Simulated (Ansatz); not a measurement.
The reference is LaBr3 in the ReO3 type structure (space group Pm-3m, No. 221; a hypothetical phase, not in the database extracts checked).

```
CELL_PARAMETERS angstrom
      5.80291     0.00000     0.00000
      0.00000     5.80291     0.00000
      0.00000     0.00000     5.80291
ATOMIC_POSITIONS crystal
  La 0.00000 0.00000 0.00000
  Br 0.50000 0.00000 0.00000
  Br 0.00000 0.00000 0.50000
  Br 0.00000 0.50000 0.00000
```

Cartesian axes are those of the cell as printed.

Calculations: DFT with PBEsol, PAW potentials and a 420 eV plane-wave cutoff in Ansatz (a first-principles code), without spin-orbit coupling.

Strains are applied to the cell and any free atomic positions relax; under biaxial strain the out-of-plane vector relaxes too.

One change was made to it. Results:

```tsv
quantity	base	after
band gap	3.52 eV	3.50 eV
smallest direct gap	3.59 eV	3.62 eV
energy relative to the base (free energy F)	0 meV/atom	+0.8 meV/atom
```

### Question
Which of these changes matches the shifts?
A. tensor shear ε_xz = +2.18 %
B. isotropic strain −2.94 %
C. uniaxial strain ε_xx = −0.83 %
D. biaxial strain −1.71 %, plane normal [001], relaxed out of plane

### Answer
C, uniaxial strain ε_xx = −0.83 %. For comparison, the smallest direct gap in the other runs: biaxial strain −1.71 %, plane normal [001], relaxed out of plane gives 3.73 eV; tensor shear ε_xz = +2.18 % gives 3.57 eV; isotropic strain −2.94 % gives 4.04 eV.

Whether these cells are dynamically stable was not tested.
